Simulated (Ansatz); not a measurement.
An armchair MoS2 nanoribbon, N = 7, bare edges, stretched and compressed along its axis from its relaxed period of 5.460 Å, atoms relaxed at each length.

Computed with PBE (plane waves to 420 eV, PAW; Ansatz, a program for electronic structure). Mesh 1×1×6. No spin polarisation, so a magnetic state wasn't tested. Periodic along z alone, with about 11 Å of vacuum beside it. An idealised model, cut from the flat sheet. Symmetry and one short period hold its shape; lower forms weren't sought. Values not marked SOC lack spin–orbit coupling. Buckling under compression is shut out by symmetry and the short period. Energies are free energies at a Fermi–Dirac width of 0.02 eV, from the unstrained cell.

```tsv
strain (%)	energy (meV a period)	axial force (nN)	PBE gap (eV)
-3.0	+160	-3.17	0.45
-1.5	+40	-1.56	0.46
0.0	0	-0.01	0.45
+1.5	+37	+1.46	0.44
+3.0	+147	+2.82	0.44
+6.0	+562	+5.21	0.41
```

The slope of the force at zero strain is 100 nN.
